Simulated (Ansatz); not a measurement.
# Worked example: self-consistent single point of Mo₃Ir (Pm-3m, 4 atoms in the cell) in Ansatz

Level of theory: PBE (plane waves, PAW; Ansatz, a first-principles code).

Input:

Ansatz 0.2 input:
```yaml
# Mo3Ir
crystal:
  lattice:
    - [3.898134, 0.000000, 0.000000]
    - [0.000000, 3.898134, 0.000000]
    - [0.000000, 0.000000, 3.898134]
  atoms:
    - { symbol: Mo, position: [0.000000, 0.500000, 0.500000] }
    - { symbol: Mo, position: [0.500000, 0.500000, 0.000000] }
    - { symbol: Mo, position: [0.500000, 0.000000, 0.500000] }
    - { symbol: Ir, position: [0.000000, 0.000000, 0.000000] }
kpoints:
  mp_grid: { grid: [11, 11, 11] }
hamiltonian:
  xc: pbe
  pseudopotentials: { kind: paw }
scf:
  occupations: { method: methfessel_paxton, width: 0.0037 Ry }
output:
  forces: true
  eigenvalues: true
  stress: true
```

Log, with long lists cut:

```
WARN basis.ecutwfc = 420 eV, the default
WARN ansatz: RAYON_NUM_THREADS=1 ignored (pool sized by the plan → 1); use --threads N
Pseudopotentials: kind: paw
Pseudopotential: Mo, paw, valence charge 14
Pseudopotential: Ir, paw, valence charge 17
Crystal: 4 atoms, lattice volume = 59.234 Å³
Basis set: ecut = 420 eV, 1189 PW (Γ), exchange–correlation on 54×54×54 points (8 copies of the dense FFT grid, shifted against one another)
Bands: 36, of which v1, the nominal top of the filled ones, is band 30 counted from 1 (29 counted from 0)
Symmetry: 48 space group operations
Space group: Pm-3m (ITA 221), of the structure as read, at distance tolerance 3.9e-5 Å
k-points: 56 of 1331
Initial density: superposition of atomic densities (neutral atoms: chi_scale 0, normalization atom), corrected by the library's trained network
Initial wavefunctions: pseudopotential atomic-orbital guess
Eigensolver: davidson
Functional: x = pbe(κ = 0.804, μ = 0.2195149727645171), c = pbe(β = 0.06672455060314922)
SCF iter   1: F=—  HF=-26803.334700 eV  |F-HF|=—  |Δ(HF+E_count)|=         —  Δρ=9.92e-3  dr2=8.54e-2  ethr=1.77e-3  ⟨swp⟩=5.1  Hψ=6742  notcnv=0
all-band conjugate gradients solve this SCF's bands
preconditioner: auto → Resta (q_TF=auto, 2.726 Å⁻¹)
SCF iter   2: F=—  HF=-26803.328626 eV  |F-HF|=—  |Δ(HF+E_count)|=   6.07e-3  S|Δr|=    0.00e0  Δρ=5.18e-3  dr2=2.32e-2  ethr=1.45e-4  ⟨swp⟩=1.1  Hψ=2481  notcnv=0  defer=3
SCF iter   3: F=—  HF=-26803.325952 eV  |F-HF|=—  |Δ(HF+E_count)|=   2.67e-3  S|Δr|=    0.00e0  Δρ=5.19e-4  dr2=1.37e-4  ethr=3.94e-5  ⟨swp⟩=2.0  Hψ=2461  notcnv=0  defer=4
SCF iter   4: F=—  HF=-26803.325926 eV  |F-HF|=—  |Δ(HF+E_count)|=   2.59e-5  S|Δr|=    0.00e0  Δρ=7.63e-5  dr2=3.48e-6  ethr=2.32e-7  ⟨swp⟩=2.1  Hψ=2726  notcnv=0  defer=4
SCF iter   5: F=—  HF=-26803.325871 eV  |F-HF|=—  |Δ(HF+E_count)|=   5.51e-5  S|Δr|=    0.00e0  Δρ=2.01e-5  dr2=1.53e-7  ethr=5.89e-9  ⟨swp⟩=2.3  Hψ=2827  notcnv=0  defer=4
SCF iter   6: F=-26803.325871 eV  HF=-26803.325871 eV  |F-HF|=9.82e-11  |Δ(HF+E_count)|=  8.04e-10  S|Δr|=    0.00e0  Δρ=2.99e-6  dr2=3.64e-9  ethr=1.69e-10  ⟨swp⟩=7.3  Hψ=7189  notcnv=0
SCF 1 converged in 6 iterations: F = -26803.325871 eV  dr2 = 3.64e-9
SCF converged after 6 iterations
Stability not checked (fill_not_monotonic)
Free energy (F): -26803.325871 eV
Harris-Foulkes:  -26803.325871 eV  (|F-HF|=9.82e-11)
Internal energy: -26803.326727 eV  (E = F + TS)
E sigma→0 (E₀):  -26803.326085 eV
Entropy (-TS):   0.000856 eV (0.214 meV/atom)
Fermi energy:    22.552846 eV
--- Per-component energies (eV) ---
  E_band       = -215.730797
  E_kinetic    = 1952.368848
  E_local      = -3407.877604  (includes V_loc(G=0)·N_el)
  E_nonlocal   = 502.145026
  E_hartree    = 1196.548398
  E_xc         = -821.093841
  E_vxc        = -990.751453  (∫ρ·V_xc dr)
  E_paw        = -18827.852403  (= ΣΔE_a)
  E_vpaw       = -664.712479  (= ΣTr[D̂ρ^β])
  E_aug_tail   = 0.000180  (compensation charges beyond the density's cutoff)
  E_ewald      = -7397.565330
  E_smearing   = 0.000856  (= −TS)
  E_closure    = -0.000000  (closes the sum)
  Σ components = -26803.325871   (vs F -26803.325871, Δ=0.00e0)
--- Forces (eV/Å), atoms counted from 1 ---
  atom   1  Mo     0.00000000    -0.00000000    -0.00000000
   [... zero for the other atoms too ...]
  max |Σ_I F_I| component: 3.89e-29 eV/Å
--- Stress (GPa, compression-positive) ---
       12.824067      -0.000000       0.000000
       -0.000000      12.824067       0.000000
        0.000000       0.000000      12.824067
  P = ⅓ Tr σ = 12.8241 GPa (128.241 kbar)
  The stress holds the Pulay correction. Without it, at fixed plane waves, as pw.x and ABINIT print it: P = 12.7678 GPa
--- Band table (eV; the first three rows and the last of 56) ---
  k-point 0: bands = ["-69.5083", "-38.2643", "-37.9593", "-37.9593", "-26.4055", "-26.4055", "-26.4055", "-12.7577", "-12.7577", "-12.7577", "-12.1015", "-12.1015", "-12.1015", "-11.6613", "-11.6613", "-11.6613", "14.4732", "16.4706", "16.4706", [...]
  k-point 1: bands = ["-69.5083", "-38.2590", "-37.9649", "-37.9592", "-26.4054", "-26.4054", "-26.4053", "-12.7459", "-12.7459", "-12.7397", "-12.1062", "-12.1062", "-12.1041", "-11.6872", "-11.6710", "-11.6710", "14.5929", "16.5515", "16.5582", [...]
  k-point 2: bands = ["-69.5083", "-38.2436", "-37.9810", "-37.9590", "-26.4050", "-26.4050", "-26.4047", "-12.7125", "-12.7125", "-12.6865", "-12.1205", "-12.1205", "-12.1109", "-11.7614", "-11.6974", "-11.6974", "14.9402", "16.7792", "16.8068", [...]
  k-point 55: bands = ["-69.5081", "-38.0633", "-38.0570", "-38.0570", "-26.4124", "-26.4124", "-26.4120", "-13.0949", "-12.6778", "-12.6736", "-12.6736", "-11.7433", "-11.7433", "-11.7381", "-11.6790", "-11.6790", "16.2545", "17.0421", "17.0684", [...]
```

The run converged in 6 iterations.

The starting cell was generated: these elements placed on a structure prototype, without a prior relaxation; it need not be a known phase or ordering of this composition. Spin-orbit coupling is off. Spin polarisation is off. With a pressure of about 13 GPa the cell is away from its equilibrium volume at this level. Ansatz's pressure includes its estimate of the finite-basis (Pulay) stress.
